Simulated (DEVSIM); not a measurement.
System: abrupt GaAs p-n junction, at 300 K.

```tsv
layer (left to right)	material	thickness (μm)	Nd (cm⁻³)	Na (cm⁻³)	τn (s)	τp (s)
1	GaAs	0.350	-	3.1e17	6.3e-10	6.3e-10
2	GaAs	17.0	5.1e15	-	6.3e-10	6.3e-10
```

Left contact: ohmic. Right contact: ohmic. Voltage is applied to the left contact. Recombination: SRH at mid-gap. Mobility is μmin + (μ − μmin)/(1 + (N/Nref)^α).

The device is made up for the run: typed textbook-type constants, with dimensions and the other settings drawn at random. Values at 300 K.

```csv
parameter,GaAs
gap (eV),1.424
affinity (eV),4.07
permittivity,12.9
Nc (cm⁻³),4.7e17
Nv (cm⁻³),9e18
μn (cm²/Vs),8500
μp (cm²/Vs),400
"μn,min",500
"μp,min",20
"Nref,n",6e16
"Nref,p",1.5e17
αn,0.39
αp,0.38
```

DEVSIM, 1D drift-diffusion, Boltzmann statistics, complete ionisation; no tunnelling, impact ionisation, image-force lowering or self-heating.

The doping Na of layer 1 was swept, all else fixed.

| doping Na of layer 1 (cm^-3) | dark forward voltage at 1 A/cm² (V) | largest field in the device at zero bias (V/cm) | dark forward voltage at 100 A/cm² (V) | potential step across the device at zero bias (V) |
|---|---|---|---|---|
| 9.3e15 | ___ | ___ | ___ | 1.129 |
| 3.1e16 | 0.941 | 37000 | 1.099 | 1.160 |
| 9.3e16 | 0.962 | 40000 | 1.128 | 1.189 |
| 3.1e17 | 0.974 | 45000 | 1.148 | 1.220 |
| 9.3e17 | 0.978 | 60000 | 1.159 | 1.248 |
| 3.1e18 | 0.979 | 97000 | 1.163 | 1.280 |

### Question
Some entries are withheld; supply them.

### Answer

- 9.3e15, dark forward voltage at 1 A/cm² (V): 0.906
- 9.3e15, largest field in the device at zero bias (V/cm): 32000
- 9.3e15, dark forward voltage at 100 A/cm² (V): 1.067
